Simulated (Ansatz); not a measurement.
Consider Nb₂O₅ (space group C2/m, No. 12; a cell from a computed database, its experimental status unchecked).

```
Nb2O5
1.0
    6.43355    -1.91016     0.00000
    6.43355     1.91016     0.00000
   -0.04603     0.00000     3.95977
Nb O
2 5
Direct
  0.85338   0.85338   0.93715
  0.14662   0.14662   0.06285
  0.85112   0.85112   0.48679
  0.14888   0.14888   0.51321
  0.00000   0.00000   0.00000
  0.68484   0.68484   0.00380
  0.31516   0.31516   0.99620
```

Cartesian axes are those of the cell as printed.

Calculations: PBEsol, PAW, 420 eV (Ansatz, an electronic-structure program; no spin-orbit coupling), earlier PAW set.

Strains are applied to the cell and any free atomic positions relax; under biaxial strain the out-of-plane vector relaxes too.

One change was made to it. Results:

| quantity | base | after |
|---|---|---|
| shortest interatomic distance | 1.783 Å | 1.776 Å |
| band gap | 2.19 eV | 2.30 eV |

Question: Name the change that was made.
A. strain tensor (xx, yy, zz, yz, xz, xy) = (+0.88, −0.82, +0.65, −0.94, +0.40, −0.63) %
B. biaxial strain −0.98 %, plane normal [001], relaxed out of plane
C. isotropic strain −1.30 %
D. isotropic strain −0.98 %
E. isotropic strain −0.55 %

Answer: B, biaxial strain −0.98 %, plane normal [001], relaxed out of plane. For comparison, the band gap in the other runs: isotropic strain −0.55 % gives 2.17 eV; isotropic strain −1.30 % gives 2.16 eV; strain tensor (xx, yy, zz, yz, xz, xy) = (+0.88, −0.82, +0.65, −0.94, +0.40, −0.63) % gives 2.25 eV; isotropic strain −0.98 % gives 2.16 eV.

Stability against distortions was not tested.
